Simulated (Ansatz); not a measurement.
Defect migration in alpha cristobalite: interstitial Na, charge state +1. The step: several atoms move together, Na the farthest; the atom moves 3.11 Å along (-0.05, 0.50, 0.25) of the unit cell; the moving atom starts with neighbours 2 O at 2.42, 2 O at 2.45, 2 O at 2.60; 2 Si at 3.01, Si at 3.10 Å and ends with 2 O at 2.42, 2 O at 2.45, 2 O at 2.60; 2 Si at 3.01, Si at 3.10 Å. DFT values are from Ansatz (plane-wave PAW, 420 eV unless said) in a cell of 96 host sites, spin-restricted, static, with no finite-size correction. The host's phase is taken as given; its stability against other phases was not computed. The charge state is imposed; whether it is stable for some Fermi level was not computed. Sites that were not tried may lie lower. For the PBE band: the saddle point's order was not checked.

| Level | Forward barrier (eV) | Cost of the band or of the saddle's single point |
|---|---|---|
| CHGNet universal potential (has no charge state), its own band | 0.33 | - |
| PBE, the Γ point alone, band relaxed | 0.42 | roughly 30 core-minutes |
| PBE, a 2×2×2 k-point mesh shifted by half a step, same geometries | 0.43 | roughly 2.7 core-minutes |
| r2SCAN at 500 eV, the Γ point alone, same geometries | … | about 50 core-seconds (a rough figure) |

Some entries are withheld; supply them.


- r2SCAN at 500 eV, the Γ point alone, same geometries, Forward barrier (eV): 0.39

Ansatz is a program for electronic structure.
